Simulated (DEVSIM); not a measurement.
**Schottky contact on n-type GaN**

Structure: Schottky contact on n-type GaN, at 300 K.

| layer (left to right) | material | thickness (μm) | Nd (cm⁻³) | τn (s) | τp (s) |
|---|---|---|---|---|---|
| 1 | GaN | 12.0 | 3.5e15 | 2.4e-8 | 2.4e-8 |
| 2 | GaN | 12.0 | 8e17 | 2.4e-8 | 2.4e-8 |

Left contact: Schottky, work function 5.16 eV, emission velocity 1.1e7 cm/s. Right contact: ohmic. Voltage is applied to the left contact. Recombination: SRH at mid-gap, Auger. Mobility is constant in doping.

Constants are typed, rounded textbook-type inputs, not results; the design itself was drawn at random and stands for no fabricated device. Values at 300 K.

```
parameter         GaN
-------------  ------
gap (eV)         3.43
affinity (eV)     4.1
permittivity      9.5
Nc (cm⁻³)      2.3e18
Nv (cm⁻³)      4.6e19
μn (cm²/Vs)      1200
μp (cm²/Vs)       100
Cn (cm⁶/s)      1e-30
Cp (cm⁶/s)      1e-30
```

Simulated with DEVSIM: 1D drift-diffusion, Boltzmann statistics, complete ionisation; no tunnelling, impact ionisation, image-force lowering or self-heating. Metal contacts follow the ideal Schottky-Mott rule: no Fermi-level pinning, no interface dipoles.

- Potential step across the device at zero bias = 1.033 V
- Dark forward voltage at 1 A/cm² = 0.682 V
- Dark forward voltage at 100 A/cm² = 0.984 V

Small-signal capacitance in reverse bias (quasi-static):

```
V (V)  C (nF/cm²)
-----  ----------
-0.4         13.6
-1           11.2
-2           9.07
-3           7.81
-4           6.96
-6           5.86
-8           5.16
-10          4.66
-13          4.12
-16          3.74
-20          3.36
```

Dark forward current:

| V (V) | J (A/cm²) |
|---|---|
| 0.05 | 2.9e-11 |
| 0.15 | 1.6e-9 |
| 0.25 | 7.5e-8 |
| 0.35 | 3.5e-6 |
| 0.45 | 0.00016 |
| 0.55 | 0.0075 |
| 0.65 | 0.33 |
| 0.75 | 8.1 |
| 0.85 | 40 |
| 0.95 | 84 |
| 1.10 | 160 |
| 1.20 | 210 |
| 1.30 | 260 |
| 1.40 | 320 |
| 1.50 | 370 |
| 1.60 | 420 |
| 1.70 | 480 |
| 1.80 | 530 |
| 1.90 | 590 |
| 2.00 | 640 |
